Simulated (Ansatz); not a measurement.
Hypothetical zinc blende YP, response to strain

Base system: YP in the zinc blende structure (space group F-43m, No. 216; a = 6.2898 Å; a hypothetical phase, not in the database extracts checked). Axes: x, y, z lie along the cube axes.

Strains are applied to the cell and any free atomic positions relax; under biaxial strain the out-of-plane vector relaxes too.

Levels (all Ansatz, a first-principles code, PAW): PBE (420 eV, no spin-orbit coupling); r2SCAN (500 eV, no SOC).

The base cell above is that of PBE; each level relaxes its own structures.

Notes on the quantities. energy relative to the base: free energy F.

| case | energy relative to the base, PBE | energy relative to the base, r2SCAN |
|---|---|---|
| biaxial strain −1.42 %, plane normal [110], relaxed out of plane | +1.8 meV/atom | +2.1 meV/atom |
| biaxial strain −0.94 %, plane normal [110], relaxed out of plane | +0.8 meV/atom | +1.0 meV/atom |
| biaxial strain +0.30 %, plane normal [110], relaxed out of plane | +0.1 meV/atom | +0.1 meV/atom |
| biaxial strain −3.95 %, plane normal [111], relaxed out of plane | +20 meV/atom | +22 meV/atom |
| biaxial strain −2.47 %, plane normal [111], relaxed out of plane | +7.6 meV/atom | +8.5 meV/atom |
| isotropic strain +2.98 % | +40 meV/atom | +42 meV/atom |
| isotropic strain +3.40 % | +52 meV/atom | +54 meV/atom |
| isotropic strain +3.63 % | +58 meV/atom | +62 meV/atom |
| uniaxial strain ε_yy = +2.87 % | +5.0 meV/atom | +5.2 meV/atom |
| uniaxial strain ε_zz = −1.93 % | +2.2 meV/atom | +2.4 meV/atom |
| strain tensor (xx, yy, zz, yz, xz, xy) = (+1.23, +0.36, +1.18, −0.75, +0.44, −1.29) % | +5.5 meV/atom | +5.9 meV/atom |
| tensor shear ε_yz = +0.43 % | +0.1 meV/atom | +0.1 meV/atom |

The two levels differ by at most about 3.2 meV/atom. They put the cases in the same order.

A biaxial case was relaxed in a doubled cell and then solved in the primitive one. Stability against distortions was not tested.
